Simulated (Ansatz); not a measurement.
Band gap of Ca3GeO (Imma, No. 74, 10 atoms in the cell; start mp-17193) at several levels of theory

No measured value is used here.

```
level (code)            value (eV)
-------------------  -------------
LDA (Ansatz)                  0.00
PBEsol+SOC (Ansatz)           0.00
HSE06 (Ansatz)       0.60 (direct)
PBE0 (Ansatz)                    ?
```

Problem. Some entries are withheld; supply them.

Solution. 
- PBE0 (Ansatz, a program for electronic structure), value (eV): 1.10 (direct)

Computed values are for a static lattice. Levels without +SOC have no spin–orbit coupling; where heavier elements are present it shifts gaps, mostly down, and can invert bands. A gap of zero means that the bands touch or overlap; how far they overlap is not shown.  Values are at the PBEsol cell. Cutoffs and k meshes differ between the levels. Ansatz's density-functional and Hartree–Fock values are scalar-relativistic unless marked +SOC, with PAW data made under PBE.

A start named mp-… is a Materials Project structure, which need not be a measured phase.
